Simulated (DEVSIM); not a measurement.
Structure: Pd/SiO2/p-Si capacitor, at 300 K.

```tsv
layer (left to right)	material	thickness (nm)	Na (cm⁻³)
1	SiO2	25.0	-
2	Si	15000	1.4e15
```

Metal gate on the left, work function 5.2 eV. Fixed charge at the semiconductor interface 0 cm⁻² (in units of +e); no interface traps.

Constants are typed, rounded textbook-type inputs, not results; the design itself was drawn at random and stands for no fabricated device. Values at 300 K.

```
parameter      SiO2       Si
-------------  ----  -------
gap (eV)          9    1.124
affinity (eV)   0.9     4.05
permittivity    3.9     11.7
Nc (cm⁻³)         -  2.86e19
Nv (cm⁻³)         -   3.1e19
```

DEVSIM, 1D Poisson equation in equilibrium, Boltzmann statistics, complete ionisation; no quantum confinement or tunnelling. Metal contacts follow the ideal Schottky-Mott rule: no Fermi-level pinning, no interface dipoles.

The SiO2 thickness was swept, all else fixed.

```csv
SiO2 thickness (μm),threshold voltage (band bending 2φF) (V),capacitance of the dielectric stack (μF/cm²),minimum of the low-frequency capacitance (μF/cm²)
0.01,0.94,0.345,0.0155
0.014,0.96,0.247,0.0154
0.017,0.98,0.203,0.0149
0.021,1.00,0.164,0.0144
0.025,1.01,0.138,0.0142
0.03,1.04,0.115,0.0140
```

From the first row to the last the threshold voltage (band bending 2φF) goes from 0.94 to 1.04. From the first row to the last the capacitance of the dielectric stack goes from 0.345 to 0.115.
